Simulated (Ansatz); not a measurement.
The reference is Ru in the hcp (Mg type) structure (space group P6_3/mmc, No. 194; a = 2.6914 Å, c = 4.2489 Å; relaxed with 0.1 eV smearing). Axes: x lies along a and z along c of the hexagonal cell.

Level of theory: plane-wave PAW DFT at the PBEsol level (Ansatz, a quantum-chemistry and plane-wave program, 420 eV), no spin-orbit coupling.

For the base:

- Shortest interatomic distance = 4.974 bohr
- Pressure = 0.0 GPa

It is then changed as follows: uniaxial strain ε_xx = +0.50 %, all other strain components held at zero; the atoms relax in the strained cell.

**Question.** What happens to the energy relative to the base, shortest interatomic distance and pressure?

**Answer.** The energy grows by 0.6 meV/atom; the shortest interatomic distance stays essentially unchanged (4.974 bohr against 4.976 bohr); the pressure (mean of the normal stresses, compression positive) goes from zero to -1.7 GPa.

No phonon test of stability was made. The final runs are not spin-polarised.
